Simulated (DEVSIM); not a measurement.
Structure: Schottky contact on n-type β-Ga2O3, at 300 K.

```csv
layer (left to right),material,thickness (μm),Nd (cm⁻³),τn (s),τp (s)
1,β-Ga2O3,4.70,2e16,2.5e-8,2.5e-8
```

Left contact: Schottky, work function 4.93 eV, emission velocity 2e6 cm/s. Right contact: ohmic. Voltage is applied to the left contact. Recombination: SRH at mid-gap, radiative. Mobility is μmin + (μ − μmin)/(1 + (N/Nref)^α).

The device is made up for the run: typed textbook-type constants, with dimensions and the other settings drawn at random. Values at 300 K.

| parameter | β-Ga2O3 |
|---|---|
| gap (eV) | 4.8 |
| affinity (eV) | 4 |
| permittivity | 10 |
| Nc (cm⁻³) | 3.7e18 |
| Nv (cm⁻³) | 5e20 |
| μn (cm²/Vs) | 160 |
| μp (cm²/Vs) | 1 |
| μn,min | 20 |
| μp,min | 0.1 |
| Nref,n | 1e18 |
| Nref,p | 1e18 |
| αn | 0.8 |
| αp | 0.8 |
| B (cm³/s) | 1e-12 |

DEVSIM, 1D drift-diffusion, Boltzmann statistics, complete ionisation; no tunnelling, impact ionisation, image-force lowering or self-heating. Metal contacts follow the ideal Schottky-Mott rule: no Fermi-level pinning, no interface dipoles.

Task: Tabulate band edges, carrier densities and field at -2.0 V on the left contact.

Result: Energies count from the Fermi level of the right contact; mesh points crowd at the junctions.

```tsv
x (μm)	Ec (eV)	Ev (eV)	n (cm⁻³)	p (cm⁻³)	field (V/cm)
0.000	2.930	-1.870	< 1e2	< 1e2	-140000
0.01207	2.762	-2.038	< 1e2	< 1e2	-140000
0.03016	2.519	-2.281	< 1e2	< 1e2	-130000
0.05724	2.179	-2.621	< 1e2	< 1e2	-120000
0.1135	1.556	-3.244	110	< 1e2	-100000
0.1821	0.952	-3.849	520	< 1e2	-76000
0.2849	0.365	-4.435	2.7e12	< 1e2	-38000
0.4984	0.135	-4.665	2.0e16	< 1e2	-130
0.7585	0.135	-4.665	2.0e16	< 1e2	≈ 0
1.148	0.135	-4.665	2.0e16	< 1e2	≈ 0
1.732	0.135	-4.665	2.0e16	< 1e2	≈ 0
2.784	0.135	-4.665	2.0e16	< 1e2	≈ 0
3.429	0.135	-4.665	2.0e16	< 1e2	≈ 0
3.859	0.135	-4.665	2.0e16	< 1e2	≈ 0
4.213	0.135	-4.665	2.0e16	< 1e2	≈ 0
4.383	0.135	-4.665	2.0e16	< 1e2	≈ 0
4.496	0.135	-4.665	2.0e16	< 1e2	≈ 0
4.572	0.135	-4.665	2.0e16	< 1e2	≈ 0
4.634	0.135	-4.665	2.0e16	< 1e2	≈ 0
4.664	0.135	-4.665	2.0e16	< 1e2	≈ 0
4.684	0.135	-4.665	2.0e16	< 1e2	≈ 0
4.700	0.135	-4.665	2.0e16	< 1e2	≈ 0
```
